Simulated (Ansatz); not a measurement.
Worked example: self-consistent single point of a (001) slab of CsCaH3 (cut from a parent of space group no. 221; 10 atoms in the cell) in Ansatz (a program for electronic structure).

Level of theory: LDA (PW92), default PAW files made with PBE (plane waves; Ansatz).

```yaml
crystal:
  lattice:
    - [4.59808, 0.00000, 0.00000]
    - [0.00000, 4.59808, 0.00000]
    - [0.00000, 0.00000, 20.89709]
  atoms:
    - { symbol: Cs, position: [0.00000, 0.00000, 0.44499] }
    - { symbol: Ca, position: [0.50000, 0.50000, 0.33498] }
    - { symbol: H, position: [0.50000, 0.00000, 0.33498] }
    - { symbol: H, position: [0.00000, 0.50000, 0.33498] }
    - { symbol: H, position: [0.50000, 0.50000, 0.44499] }
    - { symbol: Cs, position: [0.00000, 0.00000, 0.66502] }
    - { symbol: Ca, position: [0.50000, 0.50000, 0.55501] }
    - { symbol: H, position: [0.50000, 0.00000, 0.55501] }
    - { symbol: H, position: [0.00000, 0.50000, 0.55501] }
    - { symbol: H, position: [0.50000, 0.50000, 0.66502] }
```

Reference input (self-consistent single point, DFT, LDA (PW92), plane waves, default PAW files made with PBE): basis.ecutwfc = 420 eV; kpoints.mp_grid.grid = 5 5 1; hamiltonian.xc = lda; hamiltonian.pseudopotentials = {kind: paw} (the program's default PAW files); scf.occupations.method = fermi_dirac; scf.occupations.width = 0.05 eV. This run's input differs from it in these lines:

Ansatz 0.2 input:
```diff
@@ -20,3 +20,3 @@
 kpoints:
-  mp_grid: { grid: [5, 5, 1] }
+  mp_grid: { grid: [6, 6, 1] }
 hamiltonian:
```

The program printed (abridged):

```
SCF iter   1: F=—  HF=-14652.061055 eV  |F-HF|=—  |Δ(HF+E_count)|=         —  Δρ=6.36e-3  dr2=1.65e-1  ethr=1.77e-3  ⟨swp⟩=12.9  Hψ=2265  notcnv=0
all-band conjugate gradients solve this SCF's bands
preconditioner: auto → Resta (q_TF=auto, 1.857 Å⁻¹)
SCF iter   2: F=—  HF=-14652.010889 eV  |F-HF|=—  |Δ(HF+E_count)|=   5.02e-2  Δρ=2.28e-3  dr2=2.06e-2  ethr=3.75e-4  ⟨swp⟩=2.1  Hψ=516  notcnv=0  defer=23
   [... lines left out ...]
SCF iter   4: F=—  HF=-14652.005814 eV  |F-HF|=—  |Δ(HF+E_count)|=   1.26e-4  Δρ=6.65e-5  dr2=2.75e-5  ethr=6.87e-7  ⟨swp⟩=2.0  Hψ=514  notcnv=0  defer=28
SCF iter   5: F=—  HF=-14652.005970 eV  |F-HF|=—  |Δ(HF+E_count)|=   1.56e-4  Δρ=1.66e-5  dr2=1.52e-6  ethr=6.25e-8  ⟨swp⟩=2.0  Hψ=517  notcnv=0  defer=30
SCF iter   6: F=—  HF=-14652.005971 eV  |F-HF|=—  |Δ(HF+E_count)|=   9.33e-7  Δρ=4.48e-6  dr2=1.67e-7  ethr=2.27e-10  ⟨swp⟩=15.0  Hψ=2020  notcnv=0
SCF iter   7: F=-14652.005971 eV  HF=-14652.005971 eV  |F-HF|=1.46e-10  |Δ(HF+E_count)|=   1.14e-7  Δρ=1.06e-6  dr2=9.57e-9  ethr=2.27e-10  ⟨swp⟩=6.7  Hψ=1297  notcnv=0
SCF 1 converged in 7 iterations: F = -14652.005971 eV  dr2 = 9.57e-9
Free energy (F): -14652.005971 eV
Internal energy: -14652.005971 eV  (E = F + TS)
E sigma→0 (E₀):  -14652.005971 eV
Fermi energy:    0.551403 eV
--- Forces (eV/Å), atoms counted from 1 ---
  atom   1  Cs    -0.00000000     0.00000000    -0.11578935
  atom   2  Ca    -0.00000000     0.00000000     0.44545174
  atom   3  H      0.00000000     0.00000000     0.02131162
  atom   4  H     -0.00000000     0.00000000     0.02131162
  atom   5  H      0.00000000     0.00000000    -0.14996040
  atom   6  Cs     0.00000000     0.00000000    -0.18507330
  atom   7  Ca     0.00000000     0.00000000     0.06887770
  atom   8  H      0.00000000     0.00000000     0.02044617
  atom   9  H     -0.00000000     0.00000000     0.02044617
  atom  10  H      0.00000000     0.00000000    -0.14699412
--- Stress (GPa, compression-positive) ---
       -1.362039       0.000000       0.000000
        0.000000      -1.362039       0.000000
        0.000000       0.000000      -0.869505
  P = ⅓ Tr σ = -1.1979 GPa (-11.979 kbar)
  The stress holds the Pulay correction. Without it, at fixed plane waves, as pw.x and ABINIT print it: P = -1.2194 GPa
```

The run converged in 7 iterations. Against the reference run the free energy hardly moves (within 1 meV/atom), the largest force stays at 0.445 eV/Å and the gap on the mesh goes from 2.901 to 2.718 eV.

The starting cell comes from a database of computed structures (which also holds hypothetical and non-ambient phases and stackings), without a prior relaxation at this level. The slab is cut from that crystal, and its faces are unrelaxed. Its lattice was rescaled by up to half a per cent. The two faces of this cut differ, and no dipole correction was used.
